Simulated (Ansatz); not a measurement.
**Response to strain in GaN**

The reference is GaN in the zinc blende structure (space group F-43m, No. 216; a = 4.498 Å). Axes: x, y, z lie along the cube axes.

Strains are applied to the cell and any free atomic positions relax; under biaxial strain the out-of-plane vector relaxes too.

All numbers come from r2SCAN in Ansatz (plane waves to 500 eV, PAW, spin-orbit coupling left out).

| biaxial strain, plane normal [111], relaxed out of plane (%) | band gap (eV) |
|---|---|
| 0 | 2.17 |
| 0.42 | 2.10 |
| 0.83 | 2.03 |
| 1.25 | ? |
| 1.67 | 1.89 |
| 2.08 | 1.82 |
| 2.5 | 1.74 |

Problem. Fit E_g = E₀ + Dε (ε in %) to the rows shown and predict the withheld row.

Solution. Least squares on the printed values gives E₀ = 2.17 eV, D = -171 meV per % of strain (largest residual 0.00 eV); this predicts 1.96 eV, and the run gives 1.96 eV, in agreement.

Gaps are read on the SCF mesh and a high-symmetry path. Whether these cells are dynamically stable was not tested. This is not the structure that GaN has at room temperature and ambient pressure.

Ansatz is an electronic-structure program.
